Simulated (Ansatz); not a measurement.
For ZrC (P6₃/mmc, No. 194, 4 atoms in the cell; start mp-1014307; another space group than a measured phase of this formula), LDA in Ansatz (PAW) gives:

```
Property                              Result
------------------------------  ------------
equilibrium lattice constant a       3.327 Å
c axis length                        5.207 Å
bulk modulus                         245 GPa
cohesive energy                 8.95 eV/atom
```

What does r²SCAN (Ansatz, an electronic-structure program, plane waves, PAW) give for the same quantities?


- lattice constant a: 3.365 Å (grows by 1.1 %)
- lattice parameter c: 5.320 Å (goes up by 2.2 %)
- bulk modulus: 227 GPa (falls by 7.3 %)
- cohesive energy: 7.45 eV/atom (shrinks by 1.50 eV/atom)

Changes are worked out from the printed values.

Unless a cell is named, each level is at its own relaxed cell (LDA 12.48, r²SCAN 13.04 Å³/atom).

Caveats: the bulk modulus is −V dP/dV from two relaxed cells at ±2 % in volume (LDA, r²SCAN); the relaxation could not lower the start's symmetry, so the cell can be a saddle point above a distorted one (LDA, r²SCAN). Ansatz's density-functional and Hartree–Fock values are scalar-relativistic unless marked +SOC, with PAW data made under PBE.

A start named mp-… is a Materials Project structure, which need not be a measured phase.
